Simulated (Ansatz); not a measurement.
The starting structures come from a database of crystals and need not be the phases stable at ambient conditions.

Given:

```
BiInO3
1.0
    5.67835     0.00000     0.00000
    0.00000     6.09561     0.00000
    0.00000     0.00000     8.20361
In Bi O
4 4 12
Direct
  0.50000   0.00000   0.50000
  0.00000   0.50000   0.50000
  0.00000   0.50000   0.00000
  0.50000   0.00000   0.00000
  0.98790   0.04519   0.25000
  0.01210   0.95481   0.75000
  0.48790   0.45481   0.75000
  0.51210   0.54519   0.25000
  0.63318   0.04955   0.75000
  0.36682   0.95045   0.25000
  0.13318   0.45045   0.25000
  0.86682   0.54955   0.75000
  0.82788   0.81602   0.05842
  0.17212   0.18398   0.94158
  0.32788   0.68398   0.94158
  0.67212   0.31602   0.05842
  0.67212   0.31602   0.44158
  0.32788   0.68398   0.55842
  0.17212   0.18398   0.55842
  0.82788   0.81602   0.44158
```

Space group of this cell: Pnma. The cell is taken as given; by r2SCAN its mean pressure is -5.3 GPa.

Transport runs along the normal of the first two printed cell vectors.

The gap is the functional's own, uncorrected, and κ follows it; spin-orbit coupling is left out. Mid-gap values are interpolated between the computed energies.

**Question.** Estimate the band gap and the smallest decay constant κ at mid-gap that r2SCAN in Ansatz (a program for electronic structure) returns for this system.

**Answer.** Gap 2.90 eV on a 6×6×4 mesh; κ = 0.347 1/Å, at (0.333, 0.000) of the in-plane reciprocal vectors. At the zone centre, at the nearest computed energy, the slowest state has κ = 0.42 1/Å.
